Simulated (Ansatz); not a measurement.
## Na under a change: pressure −1 GPa

Start from Na in the bcc (W type) structure (space group Im-3m, No. 229; a = 4.197 Å).

One thing is altered: a negative pressure, −1 GPa.

The values are results of PBE, PAW, 420 eV (Ansatz, a program for electronic structure; scalar-relativistic without spin-orbit coupling), not measurements. Settings: 16×16×16 k-points, 0.05 eV Fermi–Dirac smearing.

```tsv
quantity	base	changed	shift
volume per atom	36.95 Å³	44.20 Å³	+7.25 Å³
density	1.03 g/cm³	0.86 g/cm³	-0.17 g/cm³
lattice parameter a	419.7 pm	445.5 pm	+25.8 pm
shortest interatomic distance	363.4 pm	385.8 pm	+22.4 pm
enthalpy H = E + PV relative to the base's energy	–	-0.25 eV/atom	–
band gap	zero	zero	–
```

Final structure:

```
CELL_PARAMETERS angstrom
     -2.22730     2.22730     2.22730
      2.22730    -2.22730     2.22730
      2.22730     2.22730    -2.22730
ATOMIC_POSITIONS crystal
  Na 0.00000 0.00000 0.00000
```

Load acts through the strain it causes; cell and atoms are relaxed under it. Stability against distortions was not tested.
